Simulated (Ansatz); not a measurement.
Take CdS in the wurtzite structure (space group P6_3mc, No. 186; a = 4.124 Å, c = 6.708 Å) as the base. Axes: x lies along a and z along c of the hexagonal cell.

All numbers come from PBEsol (Ansatz, a first-principles code; PAW; 420 eV plane waves; no spin-orbit coupling).

Strains are applied to the cell and any free atomic positions relax; under biaxial strain the out-of-plane vector relaxes too.

One change was made to it. Results:

```tsv
quantity	base	after
width of the top valence band	1.74 eV	1.70 eV
valence-band top at Γ (three highest levels, from the VBM)	0.00, 0.00, -0.05 eV	0.00, -0.05, -0.05 eV
volume per atom	24.71 Å³	25.16 Å³
```

### Question
Which of these changes matches the shifts?
A. biaxial strain +1.20 %, plane normal [001], relaxed out of plane
B. biaxial strain +3.00 %, plane normal [001], relaxed out of plane
C. biaxial strain +1.80 %, plane normal [001], relaxed out of plane

### Answer
C, biaxial strain +1.80 %, plane normal [001], relaxed out of plane. For comparison, the valence-band top at Γ in the other runs: biaxial strain +1.20 %, plane normal [001], relaxed out of plane gives 0.00, -0.02, -0.02 eV; biaxial strain +3.00 %, plane normal [001], relaxed out of plane gives 0.00, -0.10, -0.10 eV.

The levels and masses belong to the bands next to the band gap. Stability against distortions was not tested.
